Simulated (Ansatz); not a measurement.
**What uniaxial strain ε_zz = −1.00 % does to HgS**

Base system: HgS in the zinc blende structure (space group F-43m, No. 216; a = 5.876 Å). Axes: x, y, z lie along the cube axes.

Now apply this change: uniaxial strain ε_zz = −1.00 %, all other strain components held at zero, atoms relaxed at fixed cell.

Calculations: PBEsol (Ansatz, an electronic-structure program; PAW; 420 eV plane waves; no spin-orbit coupling). k-mesh 10×10×10 (Γ-centred); smearing 0.05 eV (Fermi–Dirac).

| quantity | base | changed | shift |
|---|---|---|---|
| volume per atom | 25.36 Å³ | 25.10 Å³ | -0.254 Å³ |
| space group | F-43m (No. 216) | I-4m2 (No. 119) | – |
| shortest interatomic distance | 2.544 Å | 2.536 Å | -0.008 Å |
| energy relative to the base (free energy F) | 0 meV/atom | +0.6 meV/atom | +0.6 meV/atom |
| pressure (mean of the normal stresses, compression positive) | 0.0 GPa | 0.6 GPa | +0.6 GPa |
| band gap | zero | zero | – |
| stress (xx, yy, zz, yz, xz, xy; compression positive) (rough) | – | (0.6, 0.6, 0.7, 0.0, 0.0, 0.0) GPa | – |

Final structure:

```
CELL_PARAMETERS angstrom
      0.00000     2.93793     2.90855
      2.93793     0.00000     2.90855
      2.93793     2.93793     0.00000
ATOMIC_POSITIONS crystal
  Hg 0.00000 0.00000 0.00000
  S  0.25000 0.25000 0.25000
```

Without a gap, meshes like the base's 10×10×10 leave anisotropic stresses uncertain by several tenths of a GPa, and small strain energies with them. Spin-orbit coupling, missing from the scalar runs, can matter with Hg. Stability against distortions was not tested. All final runs are without spin polarisation. Gaps under 0.05 eV, about the width of the smearing, are given as zero. A zero or small gap of HgS can be the functional's error rather than a property of the material.
